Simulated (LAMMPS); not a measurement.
MD of ZnSe (zinc blende) with 75 % of Se sites S at zero pressure over temperature, 4096 atoms; each row names its start.

Model: classical MD, pair style sw, file CdTeZnSeHgS0.sw (LAMMPS).

| T (K), start | state | volume | enthalpy | first peak of g(r), S-Zn | coordination number of S by Zn | D(S) | D(Se) | D(Zn) |
|---|---|---|---|---|---|---|---|---|
| 300, crystal | crystal; no diffusion seen in 30 ps | 20.8188 ± 0.0001 Å³/atom | -2.8977 ± 0.0001 eV/atom | 2.37 Å, height 17.5 | 4.00 (counted to 3.26 Å) | - | - | - |
| 1360, crystal | crystal; no diffusion seen in 30 ps | 21.3229 ± 0.0008 Å³/atom | -2.6148 ± 0.0002 eV/atom | 2.38 Å, height 9.0 | 4.00 (counted to 3.34 Å) | - | - | - |
| 1850, melt | liquid | 22.77 ± 0.02 Å³/atom | -1.9899 ± 0.0006 eV/atom | 2.47 Å, height 4.8 | 4.19 (counted to 3.30 Å) | (3.06 ± 0.05) × 10^-5 cm²/s | (3.0 ± 0.2) × 10^-5 cm²/s | (3.91 ± 0.03) × 10^-5 cm²/s |
| 2240, melt | liquid | 23.710 ± 0.005 Å³/atom | -1.7996 ± 0.0010 eV/atom | 2.49 Å, height 4.2 | 4.09 (counted to 3.34 Å) | (8.3 ± 0.3) × 10^-5 cm²/s | (8.7 ± 0.4) × 10^-5 cm²/s | (1.02 ± 0.02) × 10^-4 cm²/s |
| 2730, melt | liquid | 25.57 ± 0.04 Å³/atom | -1.5823 ± 0.0009 eV/atom | 2.49 Å, height 3.8 | 3.80 (counted to 3.34 Å) | (1.73 ± 0.03) × 10^-4 cm²/s | (1.7 ± 0.1) × 10^-4 cm²/s | (1.95 ± 0.04) × 10^-4 cm²/s |

Caution (rows 300, crystal; 1360, crystal): the random arrangement on this lattice is imposed, and need not be a phase that exists in equilibrium.

Caution (rows 1360, crystal; 1850, melt; 2240, melt; 2730, melt): a run this short can hold a crystal over, or a liquid under, the potential's own melting point, which these runs don't give.

Caution (rows 1850, melt; 2240, melt; 2730, melt): the real compound melts congruently only under the pressure of its own vapour and loses its more volatile element when open.

States go by the mean squared displacement: a species diffuses where it passes 1.5 Å², still rises and gives D over 1e-6 cm²/s; a crystal has left its structure where atoms lie 0.35 Å off their sites on average or a cubic box changes its shape by 3 %, or the axial ratios of another lie 8 % off the starting cell's, which the potential's own relaxation can also do.

Errors of D are the spread over four groups of atoms in one short run; a floor of about 5 %, a picked value, is safer.

Uncertainties are statistical and leave out the potential's own error.
